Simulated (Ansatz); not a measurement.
Output of an Ansatz run (abridged):

```
WARN the atoms were moved onto the symmetric positions of the space group found under crystal.symmetry.tolerance 1.0e-5 (fractional …
WARN ansatz: RAYON_NUM_THREADS=1 ignored (pool sized by the plan → 1); use --threads N
Pseudopotentials: kind: paw
Pseudopotential: Ba, paw, valence charge 10
Pseudopotential: Ga, paw, valence charge 13
Pseudopotential: H, paw, valence charge 1
Crystal: 10 atoms, lattice volume = 416.572 Å³
Basis set: ecut = 420 eV, 8173 PW (Γ)
Bands: 48, of which v1, the nominal top of the filled ones, is band 38 counted from 1 (37 counted from 0)
Symmetry: 12 space group operations
Space group: P-3m1 (ITA 164), of the structure as read, at distance tolerance 7.5e-5 Å
k-points: 10 of 64
PAW frozen core: Ba, regenerated for the run's functional, and the local potential with it
PAW frozen core: Ga, regenerated for the run's functional, and the local potential with it
Initial density: superposition of atomic densities (neutral atoms: chi_scale 0, normalization atom), corrected by the library's trained network
Initial wavefunctions: pseudopotential atomic-orbital guess
Eigensolver: davidson
Functional: x = slater, c = lda
SCF iter   1: F=—  HF=-26450.269500 eV  |F-HF|=—  |Δ(HF+E_count)|=         —  Δρ=4.86e-3  dr2=1.46e-1  ethr=1.77e-3  ⟨swp⟩=15.1  Hψ=2957  notcnv=0
all-band conjugate gradients solve this SCF's bands
preconditioner: auto → LDOS
SCF iter   2: F=—  HF=-26450.250370 eV  |F-HF|=—  |Δ(HF+E_count)|=   1.91e-2  Δρ=1.90e-3  dr2=3.73e-2  ethr=1.92e-4  ⟨swp⟩=3.2  Hψ=819  notcnv=0  defer=2
SCF iter   3: F=—  HF=-26450.240406 eV  |F-HF|=—  |Δ(HF+E_count)|=   9.96e-3  Δρ=2.79e-4  dr2=8.75e-4  ethr=4.91e-5  ⟨swp⟩=2.0  Hψ=588  notcnv=0  defer=2
SCF iter   4: F=—  HF=-26450.240490 eV  |F-HF|=—  |Δ(HF+E_count)|=   8.39e-5  Δρ=1.72e-4  dr2=1.04e-4  ethr=1.15e-6  ⟨swp⟩=2.0  Hψ=840  notcnv=0  defer=2
SCF iter   5: F=—  HF=-26450.240434 eV  |F-HF|=—  |Δ(HF+E_count)|=   5.62e-5  Δρ=7.82e-5  dr2=2.44e-5  ethr=1.37e-7  ⟨swp⟩=2.0  Hψ=839  notcnv=0  defer=2
SCF iter   6: F=—  HF=-26450.240504 eV  |F-HF|=—  |Δ(HF+E_count)|=   7.02e-5  Δρ=1.79e-5  dr2=2.71e-6  ethr=3.21e-8  ⟨swp⟩=2.0  Hψ=840  notcnv=0  defer=2
SCF iter   7: F=—  HF=-26450.240504 eV  |F-HF|=—  |Δ(HF+E_count)|=   4.44e-7  Δρ=6.62e-6  dr2=2.64e-7  ethr=3.57e-9  ⟨swp⟩=2.0  Hψ=846  notcnv=0  defer=2
SCF iter   8: F=-26450.240504 eV  HF=-26450.240504 eV  |F-HF|=6.75e-8  |Δ(HF+E_count)|=   3.87e-8  Δρ=3.21e-6  dr2=4.68e-8  ethr=1.32e-10  ⟨swp⟩=10.6  Hψ=2463  notcnv=0
SCF 1 converged in 8 iterations: F = -26450.240504 eV  dr2 = 4.68e-8
SCF converged after 8 iterations
Free energy (F): -26450.240504 eV
Harris-Foulkes:  -26450.240504 eV  (|F-HF|=6.75e-8)
Internal energy: -26450.149691 eV  (E = F + TS)
E sigma→0 (E₀):  -26450.195098 eV
Entropy (-TS):   -0.090813 eV (-9.081 meV/atom)
Fermi energy:    0.794417 eV
--- Per-component energies (eV) ---
  E_band       = -879.019649
  E_kinetic    = 849.802942
  E_local      = -43378.917630  (includes V_loc(G=0)·N_el)
  E_nonlocal   = 1819.904828
  E_hartree    = 21044.360508
  E_xc         = -642.954961
  E_vxc        = -549.603470  (∫ρ·V_xc dr)
  E_paw        = -17753.065273  (= ΣΔE_a)
  E_vpaw       = -1708.950545  (= ΣTr[D̂ρ^β])
  E_aug_tail   = -0.005140  (compensation charges beyond the density's cutoff)
  E_ewald      = 11603.246085
  E_core_change = 7.478951  (= ΣΔE_core)
  E_smearing   = -0.090813  (= −TS)
  E_closure    = -0.000000  (closes the sum)
  Σ components = -26450.240504   (vs F -26450.240504, Δ=0.00e0)
--- Forces (eV/Å), atoms counted from 1 ---
  atom   1  Ba    -0.00000000    -0.00000000     0.48812762
  atom   2  Ga     0.00000000     0.00000000     0.17353094
  atom   3  Ga     0.00000000    -0.00000000    -1.19657909
  atom   4  H      0.00000000    -0.00000000    -0.27936085
  atom   5  H      0.00000000     0.00000000     1.16785010
  atom   6  Ba     0.00000000     0.00000000    -0.48812762
  atom   7  Ga    -0.00000000     0.00000000     1.19657909
  atom   8  Ga     0.00000000    -0.00000000    -0.17353094
  atom   9  H     -0.00000000    -0.00000000    -1.16785010
  atom  10  H      0.00000000     0.00000000     0.27936085
  max |Σ_I F_I| component: 2.22e-16 eV/Å
--- Stress (GPa, compression-positive) ---
       -2.170177       0.000000       0.000000
        0.000000      -2.170177      -0.000000
        0.000000      -0.000000       1.043773
  P = ⅓ Tr σ = -1.0989 GPa (-10.989 kbar)
  The stress holds the Pulay correction. Without it, at fixed plane waves, as pw.x and ABINIT print it: P = -1.1191 GPa
--- Band table (eV; the first three rows and the last of 10) ---
  k-point 0: bands = ["-27.2113", "-27.2088", "-14.1723", "-14.1722", "-14.1589", "-14.1589", "-14.1589", "-14.1589", "-14.1090", "-14.1090", "-14.1090", "-14.1090", "-14.0345", "-13.9119", "-13.9119", "-13.9107", "-13.9107", "-13.8375", "-13.7550", [...]
  k-point 1: bands = ["-27.2067", "-27.2043", "-14.1730", "-14.1728", "-14.1591", "-14.1591", "-14.1580", "-14.1580", "-14.1098", "-14.1097", "-14.1094", "-14.1093", "-14.0331", "-13.9424", "-13.9387", "-13.9017", "-13.8987", "-13.8293", "-13.7685", [...]
  k-point 2: bands = ["-27.1954", "-27.1932", "-14.1748", "-14.1745", "-14.1595", "-14.1594", "-14.1557", "-14.1557", "-14.1118", "-14.1116", "-14.1103", "-14.1103", "-14.0301", "-13.9804", "-13.9681", "-13.9105", "-13.8900", "-13.8320", "-13.7771", [...]
  k-point 9: bands = ["-27.1761", "-27.1742", "-14.1774", "-14.1772", "-14.1582", "-14.1581", "-14.1539", "-14.1539", "-14.1156", "-14.1154", "-14.1126", "-14.1123", "-14.0531", "-14.0068", "-13.9982", "-13.9370", "-13.8495", "-13.8269", "-13.7895", [...]
```

The structure:

```xyz
10
Lattice="4.5126 0.0000 0.0000 -2.2563 3.9080 0.0000 0.0000 0.0000 23.6213" Properties=species:S:1:pos:R:3 pbc="T T T"
Ba     0.0000     0.0000     9.3280
Ga     0.0000     2.6054    11.6559
Ga     2.2563     1.3027     7.0000
H      0.0000     2.6054     9.9879
H      2.2563     1.3027     8.6680
Ba     0.0000     0.0000    14.2934
Ga     0.0000     2.6054    16.6213
Ga     2.2563     1.3027    11.9654
H      0.0000     2.6054    14.9533
H      2.2563     1.3027    13.6334
```

**Question.** What input produced this log?

**Answer.** Other spellings and defaults could give the same log, and not every line can be read from it. The input that was run (DFT, LDA (PW92), plane waves, default PAW files made with PBE):

Ansatz 0.2 input:
```yaml
# BaGa2H2
crystal:
  lattice:
    - [4.512612, 0.000000, 0.000000]
    - [-2.256306, 3.908036, 0.000000]
    - [0.000000, 0.000000, 23.621306]
  atoms:
    - { symbol: Ba, position: [0.000000, 0.000000, 0.394898] }
    - { symbol: Ga, position: [0.333333, 0.666667, 0.493449] }
    - { symbol: Ga, position: [0.666667, 0.333333, 0.296343] }
    - { symbol: H, position: [0.333333, 0.666667, 0.422835] }
    - { symbol: H, position: [0.666667, 0.333333, 0.366957] }
    - { symbol: Ba, position: [0.000000, 0.000000, 0.605106] }
    - { symbol: Ga, position: [0.333333, 0.666667, 0.703657] }
    - { symbol: Ga, position: [0.666667, 0.333333, 0.506551] }
    - { symbol: H, position: [0.333333, 0.666667, 0.633043] }
    - { symbol: H, position: [0.666667, 0.333333, 0.577165] }
basis:
  ecutwfc: 420.0 eV
kpoints:
  mp_grid:
    grid: [8, 8, 1]
hamiltonian:
  xc: lda
  pseudopotentials:
    kind: paw
scf:
  occupations:
    method: fermi_dirac
    width: 0.1 eV
output:
  forces: true
  eigenvalues: true
  stress: true
```

The starting cell comes from a database of computed structures (which also holds hypothetical and non-ambient phases and stackings), without a prior relaxation at this level. The slab is cut from that crystal, and its faces are unrelaxed. Its lattice was rescaled by up to half a per cent. Forces in this geometry exceed 1 eV/Å.

Ansatz is a program for electronic structure.
